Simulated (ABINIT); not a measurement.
ABINIT run on Cr (Im-3m, 1 atom in the cell): self-consistent single point.

Computed with PBE, PAW (JTH v2.0 PBE PAW) (plane waves; ABINIT).

The change in words: lattice scaled by 0.98. Reference geometry:
```
Cr
1.0
   -1.45440     1.45440     1.45440
    1.45440    -1.45440     1.45440
    1.45440     1.45440    -1.45440
Cr
1
Direct
  0.00000   0.00000   0.00000
```
Moments meant for the start (each program seeds them in its own way; μB, in the order of the atoms Cr): 3.0.

Reference input (self-consistent single point, DFT, PBE, plane waves, PAW (JTH v2.0 PBE PAW)): pseudos = [Cr.GGA_PBE-JTH.xml]; ecut = 30 Ha; pawecutdg = 60 Ha; pawxcdev = 0; nsppol = 2; occopt = 7; tsmear = 0.2 eV; ngkpt = 16 16 16; nshiftk = 1; shiftk = 0 0 0; potentials = JTH v2.0 PBE PAW; nband = 14. This run's input differs from it in these lines:

```diff
@@ -3,3 +3,3 @@
 pseudos "Cr.GGA_PBE-JTH.xml"
-acell 2.5190946945 2.5190946945 2.5190946945 Angstrom
+acell 2.4687128006 2.4687128006 2.4687128006 Angstrom
 rprim
```

Output (repeated stretches shortened):

```
--- !BeginCycle
solver: {iscf: 17, nstep: 50, nline: 4, wfoptalg: 10, }
tolerances: {tolvrs: 1.00E-10, }
...

     iter   Etot(hartree)     deltaE(h) residm    nres2    magn
 ETOT  1  -86.623786733314    -8.66E+01 6.48E+00 2.48E+02 0.623
 ETOT  2  -87.474551691427    -8.51E-01 1.62E-01 8.54E+01 0.590
 ETOT  3  -87.408632385817     6.59E-02 5.89E-02 1.67E+01 0.140
 ETOT  4  -87.414237084127    -5.60E-03 8.15E-02 8.51E+00 0.018
 ETOT  5  -87.416748553866    -2.51E-03 5.85E-02 3.27E+00 0.037
   [... 12 lines left out ...]
 ETOT 18  -87.419032826190    -1.98E-11 2.95E-03 8.81E-09 0.000
 ETOT 19  -87.419032826184     5.37E-12 4.10E-03 1.12E-09 0.000
 ETOT 20  -87.419032826184     3.55E-13 2.96E-03 5.46E-10 0.000
 ETOT 21  -87.419032826184     2.13E-13 3.91E-03 9.15E-11 0.000
 At SCF step   21       nres2   =  9.15E-11 < tolvrs=  1.00E-10 =>converged.

 Cartesian components of stress tensor (hartree/bohr^3)
  sigma(1 1)=  6.92500399E-05  sigma(3 2)=  0.00000000E+00
  sigma(2 2)=  6.92500399E-05  sigma(3 1)=  0.00000000E+00
  sigma(3 3)=  6.92500399E-05  sigma(2 1)=  0.00000000E+00

 Integrated electronic and magnetization densities in atomic spheres:
 Radius=ratsph(iatom), smearing ratsm=  0.0000. Diff(up-dn)=approximate z local magnetic moment.
 Atom    Radius    up_density   dn_density  Total(up+dn)  Diff(up-dn)
    1   2.10818     6.097491     6.097491     12.194982    -0.000000
  Sum:              6.097491     6.097491     12.194982    -0.000000
 Total magnetization (from the atomic spheres):            -0.000000
 Total magnetization (exact up - dn):                      -0.000000

   [... lines left out ...]
 Fermi (or HOMO) energy (eV) =  10.61496   Average Vxc (eV)= -13.19280
   [... lines left out ...]
'-kT*entropy'       : -4.84716737353626E-04
total_energy        : -8.74190276736307E+01
total_energy_eV     : -2.37879271869513E+03
...

-Cartesian components of stress tensor (GPa)         [Pressure= -2.0374E+00 GPa]
- sigma(1 1)=  2.03740617E+00  sigma(3 2)=  0.00000000E+00
- sigma(2 2)=  2.03740617E+00  sigma(3 1)=  0.00000000E+00
- sigma(3 3)=  2.03740617E+00  sigma(2 1)=  0.00000000E+00

 Calculation completed.
```

The run converged in 21 iterations. Against the reference run the free energy goes down by 38.1 meV/atom and the pressure goes from -14.88 to -2.04 GPa.

The starting cell was generated: these elements placed on a structure prototype, without a prior relaxation; it need not be a known phase or ordering of this composition. Its lattice was rescaled by a random factor within 2.5 % of one. For this run, on top of that: lattice scaled by 0.98. The starting moments vanished: the run ended non-magnetic, which need not be the lowest state.

Cost on one core of a shared machine: roughly 3 min.
